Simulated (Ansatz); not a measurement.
Base system: ScAl₃ in the Cu3Au type structure (space group Pm-3m, No. 221; a = 4.033 Å; relaxed with 0.1 eV smearing). Axes: x, y, z lie along the cube axes.

Level of theory: LDA, PAW, 420 eV (Ansatz, a first-principles code; scalar-relativistic without spin-orbit coupling).

For the base:

* **Pressure**: 0.0 GPa

It is then changed as follows: biaxial strain +1.20 %, plane normal [001], relaxed out of plane (Cartesian); in-plane vectors clamped, the third vector and the atoms free.

Problem. What does the calculation give for the ratio −ε⊥/ε∥ after the change?

Solution. The ratio −ε⊥/ε∥ amounts to 0.45.

Problem. How does this affect the energy relative to the base?

Solution. The energy rises by 3.2 meV/atom.

Problem. Predict the new pressure.

Solution. The pressure (mean of the normal stresses, compression positive) goes from zero to -1.7 GPa.

Stability against distortions was not tested. The final runs are not spin-polarised.
